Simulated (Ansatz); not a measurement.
## Effective masses and thermopower of ZnS (F-43m)

Input:

```xyz
2
Lattice="0.0000 2.6782 2.6782 2.6782 0.0000 2.6782 2.6782 2.6782 0.0000" Properties=species:S:1:pos:R:3 pbc="T T T"
Zn     0.0000     0.0000     0.0000
S      1.3391     1.3391     1.3391
```

Method: PBEsol with spin-orbit coupling, rigid bands (plane waves, PAW; Ansatz, a first-principles code). How the cell was made: cell and atoms relaxed with PBEsol.

The band gap is 2.07 eV. The electron conductivity mass (300 K, dilute) comes out as 0.179 mₑ. The hole conductivity mass (300 K, dilute) is 0.84 mₑ, the effective density of states N_c (300 K) comes out as 1.9e18 cm⁻³ and the effective density of states N_v (300 K) is 4.8e19 cm⁻³. The density-of-states mass, electrons comes out as 0.178 mₑ and the density-of-states mass, holes is 1.55 mₑ. The Seebeck coefficient, n-type 1e19 cm⁻³, 300 K comes out as -104 μV/K, the Seebeck coefficient, p-type 1e19 cm⁻³, 300 K is 383 μV/K and the best p-type power factor at 300 K for τ = 10 fs (best axis; densities from 1e16 to 1e21 cm⁻³ tried, whether or not they can be reached) comes out as 16.9 μW/(cm·K²) at 3e20 cm⁻³.

Rigid bands; masses and Seebeck coefficients take one relaxation time τ for all states and one kind of carrier; polarons and phonon drag are left out.
